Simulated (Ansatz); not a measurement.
Take C in the diamond structure (space group Fd-3m, No. 227; a = 3.572 Å) as the base.

(Cell as relaxed with PBE.)

Levels (all Ansatz, a first-principles code, PAW, earlier PAW set): PBE (420 eV, no spin-orbit coupling); r2SCAN (500 eV, spin-orbit coupling left out).

Each level relaxes its own structure.

```csv
base,PBE,r2SCAN
volume per atom,5.70 Å³,5.64 Å³
lattice parameter a,3.572 Å,3.560 Å
band gap,4.13 eV,4.36 eV
```

Perturbation: a hydrostatic pressure of 3 GPa.

```csv
quantity,PBE,r2SCAN
smallest direct gap,5.60 eV,5.91 eV
lattice parameter a,3.563 Å,3.552 Å
"hole mass (degenerate bands, along [100])","0.29, 0.29, 0.51 mₑ (at Γ)","0.28, 0.28, 0.47 mₑ (at Γ)"
```

PBE's smallest direct gap lies 0.31 eV below r2SCAN's; PBE's lattice parameter a lies 0.011 Å above r2SCAN's (0.3 %). Neither level is exact; r2SCAN is the comparison here, not a measurement.

Load acts through the strain it causes; cell and atoms are relaxed under it. Masses are band curvatures over ±0.01 Å⁻¹ around the edge. Whether these cells are dynamically stable was not tested.
